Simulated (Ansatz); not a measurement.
A working Ansatz (a program for electronic structure) input for CuGe2 (I4/mcm, 6 atoms in the cell) (DFT, PBEsol, plane waves, default PAW files made with PBE):

Ansatz 0.2 input:
```yaml
# CuGe2
crystal:
  lattice:
    - [-3.008155, 3.008155, 2.420469]
    - [3.008155, -3.008155, 2.420469]
    - [3.008155, 3.008155, -2.420469]
  atoms:
    - { symbol: Ge, position: [0.158000, 0.658000, 0.816000] }
    - { symbol: Ge, position: [0.342000, 0.158000, 0.500000] }
    - { symbol: Ge, position: [0.658000, 0.842000, 0.500000] }
    - { symbol: Ge, position: [0.842000, 0.342000, 0.184000] }
    - { symbol: Cu, position: [0.750000, 0.750000, 0.000000] }
    - { symbol: Cu, position: [0.250000, 0.250000, 0.000000] }
basis:
  ecutwfc: 30.9 Ry
kpoints:
  mp_grid:
    grid: [9, 9, 9]
hamiltonian:
  xc: pbesol
  pseudopotentials:
    kind: paw
scf:
  occupations:
    method: cold
    width: 0.0147 Ry
output:
  forces: true
  eigenvalues: true
  stress: true
```

The run converged in 8 iterations: free energy E − TS (on the zero of these files) -30190.7096 eV; Fermi level (on the code's own zero) 14.80 eV; pressure 8.37 GPa; largest force (vector length) 0.208 eV/Å. Each of these slips is then made, one at a time:

(1)
```diff
-    method: cold
-    width: 0.0147 Ry
+    method: fixed
```

(2)
```diff
-    method: cold
+    method: fermi
```

(3)
```diff
-    grid: [9, 9, 9]
+    grid: [1, 1, 1]
```

Question: Predict the outcome of each change.

Answer: 
(1) Fixed (insulator-type) occupations in a metal. The run converged in 8 iterations without an error; against the sound input the free energy goes up by 106 meV/atom, the pressure goes from 8.37 to 9.40 GPa and the largest force goes from 0.208 to 0.334 eV/Å. The full log also holds (shortened here): “WARN: iter 1: σ=0 fill of 47 bands saw a band overlap (occupied 16.2068 eV > unoccupied 13.2430 eV) — on an unconverged iterate often a transient of an (band_overlap_at_count)”.

(2) A value that the program does not know. The program stopped before any SCF iteration.
```
Error: YAML parse error: error: line 25 column 13: unknown occupation method `fermi` (expected fermi_dirac | gaussian | methfessel_paxton | cold | fixed | tetrahedron | tetrahedron_uncorrected | explicit)
  --> <input>:25:13
   |
23 | scf:
24 |   occupations:
25 |     method: fermi
   |             ^ unknown occupation method `fermi` (expected ferm [...]
```

(3) A single k-point for a small metallic cell. The run converged in 11 iterations without an error; against the sound input the free energy rises by 1.09 eV/atom, the pressure goes from 8.37 to 4.96 GPa and the largest force goes from 0.208 to 0.679 eV/Å.

The starting cell was generated: these elements placed on a structure prototype, without a prior relaxation; it need not be a known phase or ordering of this composition. Spin polarisation is off. In the base run, with a pressure of about 8 GPa the cell is away from its equilibrium volume at this level. Ansatz's pressure includes its estimate of the finite-basis (Pulay) stress.

Left out of this page: 3 runs of the series outside the window shown, repeating another row's setting, or not comparable; 1 run of the series stopped by limits of time or memory.
